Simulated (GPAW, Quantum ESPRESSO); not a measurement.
# Code comparison for LaCeRu₄ (F-43m, 6 atoms in the cell)

Self-consistent single point, at a second geometry (lattice scaled by 0.98). First geometry:

```xyz
6
Lattice="0.0000 3.7329 3.7329 3.7329 0.0000 3.7329 3.7329 3.7329 0.0000" Properties=species:S:1:pos:R:3 pbc="T T T"
La     0.0000     0.0000     0.0000
Ce     5.5994     5.5994     5.5994
Ru     4.6648     2.8011     4.6648
Ru     2.8011     2.8011     2.8011
Ru     2.8011     4.6648     4.6648
Ru     4.6648     4.6648     2.8011
```

Shared settings, as Quantum ESPRESSO writes them: occupations = smearing; smearing = gauss; degauss = 0.0036749 Ry; K_POINTS = automatic 7 7 7 0 0 0. Potentials and cutoffs stand in the table.

```
code                                                                      model  ΔF from the first geometry (meV/atom)  pressure (GPa)  largest force (eV/Å)  cutoff
----------------  -------------------------------------------------------------  -------------------------------------  --------------  --------------------  ------
GPAW              LDA (Perdew-Wang 92), GPAW PAW datasets LDA (gpaw-data 1.0.1)                                   41.2           13.20                 0.006  800 eV
Quantum ESPRESSO         LDA (PZ), SSSP 1.1.2 efficiency (PBE) pseudopotentials                                   46.8           14.21                 0.000   60 Ry
```

On GPAW's run: spin-orbit coupling is off. Spin polarisation is off. The f electrons are in the valence without U or exact exchange, which can misplace them near the Fermi level. Spin-orbit terms, which matter for f shells, are left out.

The spread over the programs that give each value: ΔF from the first geometry within 5.6 meV/atom; pressure within 1.01 GPa; largest force within 0.006 eV/Å.

The starting cell comes from a database of computed structures (which also holds hypothetical and non-ambient phases and stackings), without a prior relaxation at this level. Its lattice was rescaled by a random factor within 2.5 % of one. For this run, on top of that: lattice scaled by 0.98.

Left out of this page: Ansatz (with a known weakness of the program); Elk and FLEUR (not drawn, or without a comparable value).
